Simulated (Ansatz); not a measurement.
Density of states of GaSe (P6_3/mmc) above the conduction band minimum, PBEsol+D3BJ, rigid bands (Ansatz, a first-principles code); cell volume 184.4 Å³.

```csv
energy from edge (eV),10⁻³ states/eV/cell
0.006,67.6
0.031,155
0.056,207
0.081,251
0.106,296
0.131,350
0.156,640
0.181,800
0.206,945
0.231,1090
0.256,1210
0.281,1320
0.319,1470
0.344,1570
0.369,1670
0.394,1770
0.419,1880
0.444,2000
0.469,2200
0.494,2190
0.519,2230
0.544,2310
0.569,2400
0.594,2490
```

**Question.** What effective density of states at 300 K does this give (∫ g(E) exp(−E/k_BT) dE, both spins, divided by the cell's size)?

**Answer.** 1.8e19 cm⁻³, a density-of-states mass of 0.80 mₑ, valleys and band degeneracy included.

Spin-orbit coupling is left out. Geometry: cell and atoms relaxed with PBEsol+D3(BJ).

PBEsol with a dispersion correction tends to overbind, so the cell can be several per cent short, in bad cases over ten, which usually narrows a gap: GaSe (P6_3/mmc).
